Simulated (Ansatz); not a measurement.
Base system: a 12-atom supercell of As in the A7 type structure (space group R-3m, No. 166; a = 3.7835 Å, c = 10.1093 Å (hexagonal axes); layered) at its relaxed geometry.

Calculations: PBE-D3(BJ) in Ansatz (plane waves to 420 eV, PAW, spin-orbit coupling left out).

Base values:

* **Pressure**: 0.0 GPa

Perturbation: one As atom is replaced by Ir, atoms relaxed at fixed cell, starting from a slightly rattled geometry.

Tabulated Pauling electronegativity and covalent radius: As 2.18, 1.19 Å; Ir 2.20, 1.41 Å.

Question: Predict the new largest displacement of a host atom from its site in the perfect cell.

Answer: The largest displacement of a host atom from its site in the perfect cell comes out as 0.21 Å.

Question: How does this affect the shift of the substituted atom off its lattice site?

Answer: The shift of the substituted atom off its lattice site amounts to 0.23 Å.

Question: What happens to the pressure?

Answer: The pressure goes from zero to -3.8 GPa.

In so small a cell the defect repeats every few ångströms: this is an ordered compound, not a dilute defect. A case with no gap was solved on a k-mesh chosen for an insulator, which is coarse for it. All final runs are without spin polarisation. The defect cell is not spin-polarised.

Ansatz is a program for electronic structure.
